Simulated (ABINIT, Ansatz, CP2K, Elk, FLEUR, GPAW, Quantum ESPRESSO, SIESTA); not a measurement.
One structure in several programs: NaF (Fm-3m, 2 atoms in the cell)

Self-consistent single point.

```
CELL_PARAMETERS angstrom
      0.00000     2.29047     2.29047
      2.29047     0.00000     2.29047
      2.29047     2.29047     0.00000
ATOMIC_POSITIONS crystal
  Na 0.00000 0.00000 0.00000
  F  0.50000 0.50000 0.50000
```

Shared settings, as Ansatz (an electronic-structure program) writes them: kpoints.mp_grid.grid = 6 6 6; scf.occupations.method = fermi_dirac; scf.occupations.width = 0.02 eV. Potentials and cutoffs stand in the table.

```csv
code,model,pressure (GPa),gap on the mesh (eV),cutoff
ABINIT,"LDA (PW92), PAW (JTH v2.0 LDA PAW)",-3.37,6.132,816 eV
CP2K,"LDA (Pade form), GPW, DZVP-MOLOPT-SR-GTH basis, GTH-PADE potentials (GTH_POTENTIALS)",-3.30,6.278,grid 950 Ry
SIESTA,"LDA PW92, numerical atomic orbitals TZP, PseudoDojo LDA standard norm-conserving potentials (rewritten from UPF to PSML)",-4.53,6.020,grid 400 Ry
Elk,"LDA (PW92), all-electron FP-LAPW, Elk's shipped species files, LAPW+lo basis",–,6.136,rgkmax 8
Quantum ESPRESSO,"LDA (PZ), GBRV 1.5 ultrasoft (LDA) pseudopotentials",-2.40,6.125,40 Ry
GPAW,"LDA (Perdew-Wang 92), GPAW PAW datasets LDA (gpaw-data 1.0.1)",–,6.155,950 eV
FLEUR,"LDA (Perdew-Zunger), all-electron FLAPW (FLEUR), scalar-relativistic valence",–,6.343,Kmax 4.3 1/bohr
Ansatz,"LDA (PW92), default PAW files made with PBE",-3.50,6.162,default
```

A dash marks a value that a program does not give, or that is left out as unsure.

Gaps are read on the mesh.

The spread over the programs that give each value: pressure within 2.13 GPa; gap on the mesh within 0.323 eV.

CP2K and SIESTA use small atom-centred bases, whose incompleteness enters pressures, forces and empty levels differently from a plane-wave cutoff. Elk and FLEUR treat all electrons, but the usual bases taken here (sphere radii, linearisation, local orbitals, empty states) were not tested for convergence, so the values are no reference for the others. Ansatz's pressure is given at a fixed set of plane waves, as the other plane-wave codes print theirs; with its correction for the finite basis it is -2.81 GPa (the shift of 0.70 GPa shows how far the cutoff is from converged). The pressure of GPAW is left out: its cutoff lies under the one at which its stress was checked. The same LDA comes in different parametrisations, which differ slightly. In the pressure, SIESTA (by 1.16) lies more than 1 GPa from the median of the plane-wave programs. In the gap, CP2K (by 0.135), SIESTA (by 0.124) and FLEUR (by 0.199) lie more than 0.12 eV from the median of the plane-wave programs.

The starting cell comes from a database of computed structures (which also holds hypothetical and non-ambient phases and stackings), without a prior relaxation at this level. Its lattice was rescaled by a random factor within 2.5 % of one.

Keys are those of Ansatz 0.2.
